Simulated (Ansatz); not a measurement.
The reference is ZrC in the rock salt structure (space group Fm-3m, No. 225; relaxed with 0.1 eV smearing).

```
ZrC
1.0
    0.00000     2.33454     2.33454
    2.33454     0.00000     2.33454
    2.33454     2.33454     0.00000
Zr C
1 1
Direct
  0.00000   0.00000   0.00000
  0.50000   0.50000   0.50000
```

Cartesian axes are those of the cell as printed.

Level of theory: PBEsol (Ansatz, an electronic-structure program; PAW; 420 eV plane waves; spin-orbit coupling left out).

The change: the cell is scaled by 1.0300 in all directions, atoms relaxed at fixed cell.

Task: Predict the stress tensor and what it implies for the stiffness.

Result: Stress of the strained cell less that of the base (GPa, compression positive):
```
  -17.5     0.0     0.0
    0.0   -17.5     0.0
    0.0     0.0   -17.5
```

Then B = −ΔP/(ΔV/V₀) with ΔV/V₀ = 0.0927 gives secant stiffness values (nonlinear terms included at this strain): B ≈ 189 GPa.

As a check, the harmonic strain energy −½ V₀ Δσ:ε is 63 meV/atom; the computed energy rise is 69 meV/atom.

Whether these cells are dynamically stable was not tested. All final runs are without spin polarisation.
